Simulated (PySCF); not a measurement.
PySCF 2.14.0, HF/def2-svpd, df: Te(Cl)(Me) (C[Te]Cl), 6 atoms. The geometry is a generated start, not checked to be a minimum at this level.

```json
{
 "task": "energy",
 "method": "hf",
 "basis": "def2-svpd",
 "two_electron_scheme": "density fitting",
 "mol.max_memory": "3000 MB",
 "mf.max_cycle": "100",
 "mf.init_guess": "minao (default)",
 "mf.DIIS": "CDIIS (default)",
 "mf.diis_space": "8 (default)",
 "mf.conv_tol": "1e-09 (default)",
 "effective_core_potentials": "those of the basis set, past Kr",
 "basis_functions": "106"
}
```

```xyz
6

Te    -0.5719    -0.7415     1.3410
Cl    -1.7742    -1.8869    -0.3018
C      0.4529     0.5018    -0.0912
H      1.1851     1.0779     0.4572
H     -0.2443     1.1670    -0.5830
H      0.9524    -0.1182    -0.8223
```

One run each on 2 threads, 1 BLAS thread. Values of level_shift (Hartree) tried: 0 (default), 0.1, 0.3, 1.

Question: Predict the course of the Fock builds along this series.

Answer: Fewest Fock builds, within one of each other: 0 (default) with 13, 0.1 with 14. The count rises to 27 at 1. All converge to one solution.

```json
[
 {"level_shift (Hartree)": "0 (default)", "Fock builds": "13", "end": "same solution"},
 {"level_shift (Hartree)": "0.1", "Fock builds": "14", "end": "same solution"},
 {"level_shift (Hartree)": "0.3", "Fock builds": "16", "end": "same solution"},
 {"level_shift (Hartree)": "1", "Fock builds": "27", "end": "same solution"}
]
```
